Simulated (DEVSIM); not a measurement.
Structure: illuminated Si p-on-n cell, one wavelength, at 350 K.

| layer (left to right) | material | thickness (μm) | Nd (cm⁻³) | Na (cm⁻³) | τn (s) | τp (s) | absorption coefficient (cm⁻¹) |
|---|---|---|---|---|---|---|---|
| 1 | Si | 0.0670 | - | 3.8e18 | 5.9e-9 | 3e-7 | 280 |
| 2 | Si | 220 | 4.4e16 | - | 3.3e-7 | 3.3e-7 | 280 |

Left contact: ohmic, minority electron recombination velocity 10 cm/s. Right contact: ohmic, minority hole recombination velocity 1e5 cm/s. Voltage is applied to the left contact. Recombination: SRH at mid-gap, radiative, Auger. Light enters at the left, 2e17 photons cm⁻² s⁻¹, one pass, no reflection. Mobility is constant in doping.

Constants are typed, rounded textbook-type inputs, not results; the design itself was drawn at random and stands for no fabricated device. Values at 300 K; Nc and Nv go as T^1.5, mobilities as T to minus their exponent, the gap by Varshni's rule with the affinity fixed.

| parameter | Si |
|---|---|
| gap (eV) | 1.124 |
| affinity (eV) | 4.05 |
| permittivity | 11.7 |
| Nc (cm⁻³) | 2.86e19 |
| Nv (cm⁻³) | 3.1e19 |
| μn (cm²/Vs) | 1417 |
| μp (cm²/Vs) | 470 |
| T exponent of μn | 2.3 |
| T exponent of μp | 2.2 |
| B (cm³/s) | 4.7e-15 |
| Cn (cm⁶/s) | 2.8e-31 |
| Cp (cm⁶/s) | 9.9e-32 |
| Varshni α (eV/K) | 0.000473 |
| Varshni β (K) | 636 |

Model (solved in DEVSIM): 1D drift-diffusion, Boltzmann statistics, complete ionisation; no tunnelling, impact ionisation, image-force lowering or self-heating.

Problem. Tabulate band edges, carrier densities and field at zero bias, in the dark.

Solution. Energies count from the Fermi level of the right contact; mesh points crowd at the junctions.

```
x (μm)   Ec (eV)  Ev (eV)  n (cm⁻³)  p (cm⁻³)  field (V/cm)
-------  -------  -------  --------  --------  ------------
0.000      1.040   -0.070     38000    3.8e18           ≈ 0
0.02338    1.040   -0.070     38000    3.8e18           ≈ 0
0.04869    1.040   -0.070     38000    3.8e18           -86
0.07126    0.946   -0.165    870000    1.6e17       -110000
0.1281     0.494   -0.617    2.8e12    5.2e10        -60000
0.2354     0.210   -0.901    3.4e16   4200000         -3500
0.4964     0.202   -0.908    4.4e16   3200000           ≈ 0
1.408      0.202   -0.908    4.4e16   3200000           ≈ 0
3.259      0.202   -0.908    4.4e16   3200000           ≈ 0
7.317      0.202   -0.908    4.4e16   3200000           ≈ 0
17.18      0.202   -0.908    4.4e16   3200000           ≈ 0
51.63      0.202   -0.908    4.4e16   3200000           ≈ 0
118.7      0.202   -0.908    4.4e16   3200000           ≈ 0
175.3      0.202   -0.908    4.4e16   3200000           ≈ 0
205.8      0.202   -0.908    4.4e16   3200000           ≈ 0
213.8      0.202   -0.908    4.4e16   3200000           ≈ 0
217.4      0.202   -0.908    4.4e16   3200000           ≈ 0
218.9      0.202   -0.908    4.4e16   3200000           ≈ 0
219.7      0.202   -0.908    4.4e16   3200000           ≈ 0
219.9      0.202   -0.908    4.4e16   3200000           ≈ 0
220.0      0.202   -0.908    4.4e16   3200000           ≈ 0
220.1      0.202   -0.908    4.4e16   3200000           ≈ 0
```
